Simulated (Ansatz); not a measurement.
The Bader charge of Fe in a series of structures.

Cell A: a supercell of 64 sites of SiC (3C, zinc blende, F-43m) with Fe off the lattice sites (4 Si at 2.08 Å and 6 C at 2.20 Å); spin state with PBE: net moment 1.3 μB a cell, k-point mesh 3×3×3.
```xyz
65
Lattice="8.7594 0.0000 0.0000 0.0000 8.7594 0.0000 0.0000 0.0000 8.7594" Properties=species:S:1:pos:R:3 pbc="T T T"
Si     1.0949     1.0949     1.0950
C      0.0000     0.0000     0.0043
Si     3.2801     3.2801     1.0929
C      2.1870     2.1870     0.0029
Si     3.2884     1.0755     3.2654
C      2.1855     0.0000     2.1899
Si     1.0755     3.2884     3.2654
C      0.0000     2.1855     2.1899
Si     1.0755     1.0755     5.4783
C      0.0000     0.0000     4.3754
Si     3.1768     3.1768     5.3667
C      2.1340     2.1340     4.3238
Si     3.2801     1.0969     7.6692
C      2.1885     0.0000     6.5696
Si     1.0969     3.2801     7.6692
C      0.0000     2.1885     6.5696
Si     1.0755     5.4710     1.1144
C      0.0000     4.3797     0.0014
Si     3.2884     7.6840     1.1144
C      2.1340     6.6255     0.0559
Si     3.2801     5.4793     3.2868
C      2.1885     4.3797     2.1899
Si     1.0949     7.6645     3.2848
C      0.0000     6.5739     2.1899
Si     1.0969     5.4793     5.4700
C      0.0000     4.3797     4.3783
Si     3.2801     7.6625     5.4700
C      2.1870     6.5724     4.3769
Si     3.1768     5.5826     7.7725
C      2.1803     4.3797     6.5696
Si     1.0755     7.6840     7.6609
C      0.0000     6.5710     6.5696
Si     5.4710     1.0755     1.1144
C      4.3797     0.0000     0.0014
Si     7.6840     3.2884     1.1144
C      6.6255     2.1340     0.0559
Si     7.6645     1.0949     3.2848
C      6.5739     0.0000     2.1899
Si     5.4793     3.2801     3.2868
C      4.3797     2.1885     2.1899
Si     5.4793     1.0969     5.4700
C      4.3797     0.0000     4.3783
Si     7.6625     3.2801     5.4700
C      6.5724     2.1870     4.3769
Si     7.6840     1.0755     7.6609
C      6.5710     0.0000     6.5696
Si     5.5826     3.1768     7.7725
C      4.3797     2.1803     6.5696
Si     5.4793     5.4793     1.0929
C      4.3797     4.3797     0.0095
Si     7.6645     7.6645     1.0950
C      6.5724     6.5724     0.0029
Si     7.6840     5.4710     3.2654
C      6.5710     4.3797     2.1899
Si     5.4710     7.6840     3.2654
C      4.3797     6.5710     2.1899
Si     5.5826     5.5826     5.3667
C      4.3797     4.3797     4.3702
Si     7.6840     7.6840     5.4783
C      6.6255     6.6255     4.3238
Si     7.6625     5.4793     7.6692
C      6.5791     4.3797     6.5696
Si     5.4793     7.6625     7.6692
C      4.3797     6.5791     6.5696
Fe     4.3797     4.3797     6.5696
```

Cell B: a supercell of 64 sites of SiC (3C, zinc blende, F-43m) with Fe off the lattice sites (4 C at 1.99 Å and 6 Si at 2.29 Å); spin state with PBE: net moment 2.0 μB a cell, k-point mesh 3×3×3.
```xyz
65
Lattice="8.7594 0.0000 0.0000 0.0000 8.7594 0.0000 0.0000 0.0000 8.7594" Properties=species:S:1:pos:R:3 pbc="T T T"
Si     1.0949     1.0949     1.0986
C      0.0060     0.0060     0.0035
Si     3.2681     3.2681     1.1116
C      2.1838     2.1838     0.0035
Si     3.2812     1.0949     3.2848
C      2.1890     0.0009     2.1908
Si     1.0949     3.2812     3.2848
C      0.0009     2.1890     2.1908
Si     1.0949     1.0949     5.4710
C      0.0009     0.0009     4.3788
Si     3.2829     3.2829     5.4728
C      2.1890     2.1890     4.3788
Si     3.2687     1.0949     7.6645
C      2.1838     0.0060     6.5661
Si     1.0949     3.2687     7.6645
C      0.0060     2.1838     6.5661
Si     1.0949     5.4747     1.1111
C      0.0186     4.3669     0.0128
Si     3.2829     7.6664     1.0968
C      2.1712     6.5824     0.0128
Si     3.2687     5.4747     3.2848
C      2.1838     4.3763     2.1959
Si     1.0949     7.6682     3.2848
C      0.0060     6.5731     2.1959
Si     1.0949     5.4747     5.4585
C      0.0060     4.3763     4.3737
Si     3.2681     7.6812     5.4580
C      2.1838     6.5731     4.3737
Si     3.1870     5.4747     7.6645
C      2.1712     4.3669     6.5568
Si     1.0949     7.6807     7.6645
C      0.0186     6.5824     6.5568
Si     5.4747     1.0949     1.1111
C      4.3669     0.0186     0.0128
Si     7.6664     3.2829     1.0968
C      6.5824     2.1712     0.0128
Si     7.6682     1.0949     3.2848
C      6.5731     0.0060     2.1959
Si     5.4747     3.2687     3.2848
C      4.3763     2.1838     2.1959
Si     5.4747     1.0949     5.4585
C      4.3763     0.0060     4.3737
Si     7.6812     3.2681     5.4580
C      6.5731     2.1838     4.3737
Si     7.6807     1.0949     7.6645
C      6.5824     0.0186     6.5568
Si     5.4747     3.1870     7.6645
C      4.3669     2.1712     6.5568
Si     5.4747     5.4747     1.1927
C      4.3252     4.3252     0.0545
Si     7.6812     7.6812     1.1116
C      6.6241     6.6241     0.0545
Si     7.6807     5.4747     3.2848
C      6.5824     4.3669     2.2085
Si     5.4747     7.6807     3.2848
C      4.3669     6.5824     2.2085
Si     5.4747     5.4747     5.3769
C      4.3669     4.3669     4.3611
Si     7.6664     7.6664     5.4728
C      6.5824     6.5824     4.3611
Si     7.7623     5.4747     7.6645
C      6.6241     4.3252     6.5151
Si     5.4747     7.7623     7.6645
C      4.3252     6.6241     6.5151
Fe     5.4747     5.4747     7.6645
```

All numbers come from Ansatz (a quantum-chemistry and plane-wave program), plane waves with PAW, its default PAW set, cutoff 420 eV. The structures are at rest with PBE, within the held lattices. Neutral cells; Fermi-Dirac smearing of at most 0.05 eV in the solids, energies taken to zero width. Larger cells are relaxed from a start prepared with the learned potential CHGNet, on a coarser mesh till forces fall under 0.03 eV/Å, which some starts already meet. Cells are local rest points, mostly with their start's symmetry. No search over spin orders was made beyond those shown. Values are for these cell sizes. A dispersion term ran beside these levels; it doesn't touch the electrons. Electrons of density maxima off the nuclei are shared among the atoms. Mean over the atoms, with the range where they differ; positive means electrons lost.

Q: What does PBE give for the Bader charge of Fe of each cell (e)?

A: 
| system | PBE |
|---|---|
| A | -0.03 |
| B | 0.12 |

With PBE the value of B exceeds that of A by 0.15 e.
